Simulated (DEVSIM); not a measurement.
Structure: abrupt GaSb n-p junction, at 400 K.

| layer (left to right) | material | thickness (μm) | Nd (cm⁻³) | Na (cm⁻³) | τn (s) | τp (s) |
|---|---|---|---|---|---|---|
| 1 | GaSb | 0.250 | 3.9e15 | - | 7.4e-8 | 7.4e-8 |
| 2 | GaSb | 0.620 | - | 9.8e16 | 7.4e-8 | 7.4e-8 |

Left contact: ohmic. Right contact: ohmic. Voltage is applied to the left contact. Recombination: SRH at mid-gap, radiative, Auger. Mobility is constant in doping.

The device is made up for the run: typed textbook-type constants, with dimensions and the other settings drawn at random. Values at 300 K; Nc and Nv go as T^1.5, mobilities as T to minus their exponent, the gap by Varshni's rule with the affinity fixed.

| parameter | GaSb |
|---|---|
| gap (eV) | 0.726 |
| affinity (eV) | 4.06 |
| permittivity | 15.7 |
| Nc (cm⁻³) | 2.1e17 |
| Nv (cm⁻³) | 1.8e19 |
| μn (cm²/Vs) | 5000 |
| μp (cm²/Vs) | 850 |
| T exponent of μn | 2 |
| T exponent of μp | 1.7 |
| B (cm³/s) | 1e-10 |
| Cn (cm⁶/s) | 5e-30 |
| Cp (cm⁶/s) | 5e-30 |
| Varshni α (eV/K) | 0.00042 |
| Varshni β (K) | 140 |

DEVSIM, 1D drift-diffusion, Boltzmann statistics, complete ionisation; no tunnelling, impact ionisation, image-force lowering or self-heating.

Task: Tabulate band edges, carrier densities and field at zero bias.

Result: Energies count from the Fermi level of the right contact; mesh points crowd at the junctions.

```
x (μm)   Ec (eV)  Ev (eV)  n (cm⁻³)  p (cm⁻³)  field (V/cm)
-------  -------  -------  --------  --------  ------------
0.000      0.152   -0.535    3.9e15    5.0e12          7300
0.01164    0.161   -0.527    3.1e15    6.4e12          7300
0.02973    0.174   -0.513    2.1e15    9.5e12          7600
0.05290    0.193   -0.495    1.2e15    1.6e13          8200
0.1012     0.237   -0.451    3.4e14    5.8e13         10000
0.1441     0.284   -0.404    8.6e13    2.3e14         12000
0.1852     0.337   -0.351    1.8e13    1.1e15         14000
0.2181     0.387   -0.301    4.4e12    4.5e15         16000
0.2369     0.419   -0.268    1.7e12    1.2e16         19000
0.2489     0.444   -0.244    8.4e11    2.3e16         22000
0.2592     0.463   -0.225    4.8e11    4.1e16         15000
0.2836     0.485   -0.203    2.5e11    7.7e16          4600
0.3141     0.491   -0.196    2.1e11    9.4e16           850
0.3553     0.493   -0.195    2.0e11    9.8e16            82
0.4464     0.493   -0.195    2.0e11    9.8e16           ≈ 0
0.5479     0.493   -0.195    2.0e11    9.8e16           ≈ 0
0.6565     0.493   -0.195    2.0e11    9.8e16           ≈ 0
0.7376     0.493   -0.195    2.0e11    9.8e16           ≈ 0
0.8025     0.493   -0.195    2.0e11    9.8e16           ≈ 0
0.8318     0.493   -0.195    2.0e11    9.8e16           ≈ 0
0.8520     0.493   -0.195    2.0e11    9.8e16           ≈ 0
0.8700     0.493   -0.195    2.0e11    9.8e16           ≈ 0
```
